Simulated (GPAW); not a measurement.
A working GPAW input for YMg7 (P-6m2, 8 atoms in the cell) (DFT PBEsol, plane waves, GPAW PAW datasets PBEsol (made by gpaw-setup)):

```python
from ase import Atoms
from ase.units import GPa
from gpaw import GPAW, PW, FermiDirac

atoms = Atoms(['Y', 'Mg', 'Mg', 'Mg', 'Mg', 'Mg', 'Mg', 'Mg'],
              cell=[[6.586060, 0.000000, 0.000000],
                    [-3.293030, 5.703695, 0.000000],
                    [0.000000, 0.000000, 5.154440]],
              scaled_positions=[[0.000000, 0.000000, 0.000000],
                                [0.008410, 0.504205, 0.000000],
                                [0.495795, 0.991590, 0.000000],
                                [0.495795, 0.504205, 0.000000],
                                [0.169710, 0.830290, 0.500000],
                                [0.660580, 0.830290, 0.500000],
                                [0.169710, 0.339420, 0.500000],
                                [0.666667, 0.333333, 0.500000]],
              pbc=True)

calc = GPAW(mode=PW(800),
            xc='PBEsol',
            kpts=(3, 3, 3),
            occupations=FermiDirac(0.1),
            nbands=-16,
            convergence={'density': 1e-05},
            symmetry={'symmorphic': False, 'tolerance': 0.0005},
            maxiter=120,
            txt='-')

atoms.calc = calc

energy = atoms.get_potential_energy()
print('Energy (eV):', round(energy, 6))
forces = atoms.get_forces()
print('Forces (eV/Ang):')
print(forces.round(5))
stress = atoms.get_stress()
print('Stress (GPa, Voigt):', (stress / GPa).round(4))
```

The run converged in 24 iterations: free energy E − TS (from the program's reference atoms) -17.9060 eV; Fermi level (on the code's own zero) 3.93 eV; pressure -0.45 GPa; largest force (vector length) 0.053 eV/Å. Each of these slips is then made, one at a time:

(1)
```diff
-atoms = Atoms(['Y', 'Mg', 'Mg', 'Mg', 'Mg', 'Mg', 'Mg', 'Mg'],
+atoms = Atoms(['Y', 'Mg', 'Mg', 'Mg', 'Mg', 'Mg', 'Mg', 'Mg', 'Y'],
-                                [0.666667, 0.333333, 0.500000]],
+                                [0.666667, 0.333333, 0.500000],
+                                [-0.006439, 0.000559, 0.004473]],
-            nbands=-16,
+            nbands=-17,
```

(2)
```diff
-calc = GPAW(mode=PW(800),
+calc = GPAW(mode=PW(60),
```

Q: What happens in each case?

A: 
(1) One atom entered twice. The program stopped with an error, with the message: numpy.linalg.LinAlgError: The leading minor of order 78 of B is not positive definite. The factorization of B could not be completed and no eigenvalues or eigenvectors were computed..

(2) An energy in the wrong unit. The run converged in 22 iterations without an error; against the sound input the free energy goes up by 203 eV/atom, the pressure goes from -0.45 to -3342 GPa and the largest force goes from 0.053 to 6.127 eV/Å.

The starting cell comes from a database of computed structures (which also holds hypothetical and non-ambient phases and stackings), without a prior relaxation at this level. Without a gap this mesh is coarse (it stands for a supercell whose shortest vector is 15 Å).

Left out of this page: 3 runs of the series outside the window shown, repeating another row's setting, or not comparable.
